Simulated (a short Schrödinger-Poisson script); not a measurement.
Symmetric double-gate stack, Si3N4 on p-type Si(100)

System: symmetric double-gate stack, Si3N4 on p-type Si(100), at 77 K.

```
layer  material  thickness (nm)  Na (cm⁻³)
-----  --------  --------------  ---------
1         Si3N4             1.6          -
2            Si               2       7e16
3         Si3N4             1.6          -
```

Constants are typed, rounded textbook-type inputs, not results; the design itself was drawn at random and stands for no fabricated device. Si3N4: permittivity 7.5, conduction-band edge (eV) 1.95, gap (eV) 5.1, electron mass (mₑ) 0.5. Si: permittivity 11.7, conduction-band edge (eV) 0, gap (eV) 1.124, Nv at 300 K (cm⁻³) 3.1e19.

Channel valleys (confinement mass, in-plane density-of-states mass, number): Δ2 0.916, 0.19, 2; Δ4 0.19, 0.417, 4. At the gates, both at one voltage, the conduction-band edge of layer 1 lies 2.05 eV − eVg above the Fermi level of the channel. Gaps are held at their typed values at every temperature. Mesh 0.03 nm at interfaces.

From a short Schrödinger-Poisson script (our own, NumPy): 1D Poisson equation in equilibrium, electrons quantum, Hartree (BenDaniel-Duke, 12 states a valley, the channel's in-plane mass for all, wave functions ending at the dielectric), parabolic valleys, classical holes, full ionisation, no traps, pinning or gate leakage.

```csv
Vg (V),electrons (cm⁻²),C (μF/cm²),Δ2 E0 (meV),Δ2 E1 (meV),Δ4 E0 (meV),Δ4 E1 (meV)
0.15,3.61e8,0.00940,52.9,360.5,445.0,-
0.2,2.47e11,3.02,8.8,316.1,400.9,-
0.25,1.62e12,5.03,-8.6,297.4,383.5,-
0.3,3.23e12,5.27,-20.0,284.3,372.0,-
0.35,4.88e12,5.31,-30.7,272.1,361.4,-
0.4,6.54e12,5.32,-41.2,260.0,350.9,-
0.45,8.21e12,5.33,-51.7,247.9,340.5,-
0.5,9.87e12,5.33,-62.2,235.8,330.0,-
0.55,1.15e13,5.33,-72.6,223.8,319.6,-
0.6,1.32e13,5.33,-83.1,211.7,309.1,-
0.65,1.49e13,5.33,-93.6,199.7,298.7,-
0.7,1.65e13,5.34,-104.1,187.6,288.2,-
0.75,1.82e13,5.34,-114.6,175.6,277.8,-
0.8,1.99e13,5.34,-125.1,163.5,267.3,-
```

Gate voltages with under 1e6 electrons/cm² are left out.

Subbands count from the Fermi level; a dash marks a level above the dielectric's band edge. The capacitance is that of both gates.
